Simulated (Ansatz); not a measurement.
Start from BeS in the zinc blende structure (space group F-43m, No. 216).

```xyz
2
Lattice="0.0000 2.4190 2.4190 2.4190 0.0000 2.4190 2.4190 2.4190 0.0000" Properties=species:S:1:pos:R:3 pbc="T T T"
S      1.2095     1.2095     1.2095
Be     0.0000     0.0000     0.0000
```

The values are results of PBEsol in Ansatz (plane waves to 420 eV, PAW, spin-orbit coupling left out), not measurements.

Base values:

| Quantity | Result |
|---|---|
| Gap character | indirect, Γ → X |
| Smallest direct gap | 5.54 eV |
| Band gap | 2.91 eV |
| Electron mass | 0.80 mₑ along k, 0.28 mₑ across (at X) |
| Volume per atom | 14.15 Å³ |

Perturbation: every Be is replaced by Ba; the structure is relaxed again.

Tabulated Pauling electronegativity and covalent radius: Be 1.57, 0.96 Å; Ba 0.89, 2.15 Å.

Predict the new gap character, smallest direct gap, band gap, electron mass and volume per atom.

The gap character goes from indirect, Γ → X to indirect, W → Γ; the smallest direct gap drops by 2.188 eV to 3.36 eV; the band gap shrinks by 0.24 eV to 2.67 eV; the electron mass goes from 0.80 mₑ along k, 0.28 mₑ across (at X) to 0.38 mₑ (at Γ); the volume per atom rises by 27.564 Å³ (14.15 Å³ → 41.72 Å³).

Masses are band curvatures over ±0.01 Å⁻¹ around the edge. Along k means along the line from Γ to the band edge. Whether these cells are dynamically stable was not tested. As relaxed here, BaS is a hypothetical phase, not in the database extracts checked.

Ansatz is a quantum-chemistry and plane-wave program.
